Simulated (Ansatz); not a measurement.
Ag interstitial in alpha quartz (start: void with 6O2Si nearest; 243-site cell, Γ-point sampling). Computed with PBE, PAW (plane waves to 420 eV; Ansatz, a first-principles code). Total energies of the localised charge states, counted from that of charge +1, and their image corrections (point charge with alignment); the host's valence-band maximum lies at 1.990 eV on the cells' energy zero and its gap is 5.68 eV.

```csv
charge,moment (μB),E − E(first) (eV),correction (eV)
+1,not spin-polarised,0.000,0.399
0,1.0,6.857,0.000
```

**Question.** Derive the transition levels above the valence-band maximum and say which of them are thermodynamic.

**Answer.** A level is the Fermi energy at which two charges have equal formation energy: ε(q/q′) = [E(q′) + corr(q′) − E(q) − corr(q)] / (q − q′) − E_VBM.
ε(+1/0) = [(6.857 + 0.000) − (0.000 + 0.399)] / 1 − 1.990 = 4.47 eV
Thermodynamic levels at least 0.1 eV inside the gap: (+1/0) at 4.47 eV. They hold to tenths of an eV in this cell. Charges with a result: +1, 0. Others weren't obtained, and one of them could lie lower, also by skipping a charge. The geometries come from one start. Flagged in the runs: a host whose relaxation on this sampling wasn't shown to rest, a strain field that reaches the edge of the cell, zone-centre sampling.
